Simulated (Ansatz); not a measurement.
Consider MgSnO₃ in the cubic perovskite structure (space group Pm-3m, No. 221; a = 3.987 Å; a hypothetical phase, not in the database extracts checked).

One thing is altered: the cell is scaled by 0.9915 in all directions, atoms relaxed at fixed cell.

Levels (all Ansatz, a first-principles code, PAW): PBEsol (420 eV, spin-orbit coupling left out); PBEsol+SOC (420 eV, spin-orbit coupling included).

The geometry is relaxed with PBEsol.

| Property | Result |
|---|---|
| PBEsol gap character | indirect, R → Γ |
| PBEsol width of the top valence band | 1.21 eV |
| PBEsol lowest conduction level above the VBM at special points | Γ 1.10 eV; R 2.71 eV; X 4.48 eV; M 4.87 eV |

Question: How does going to PBEsol+SOC change the gap character, width of the top valence band and lowest conduction level above the VBM at special points?

Answer: The gap character is still indirect, R → Γ; the width of the top valence band stays essentially unchanged (1.21 eV against 1.20 eV); the lowest conduction level above the VBM at special points becomes Γ 1.09 eV; R 2.70 eV; X 4.47 eV; M 4.87 eV (PBEsol: Γ 1.10 eV; R 2.71 eV; X 4.48 eV; M 4.87 eV).

Single points use the geometry relaxed with PBEsol. The spin-orbit shifts are approximate. The cells carry an imposed strain or load. Stability against distortions was not tested. Many cubic perovskites are stable only at high temperature; tilts and polar distortions were not tested.
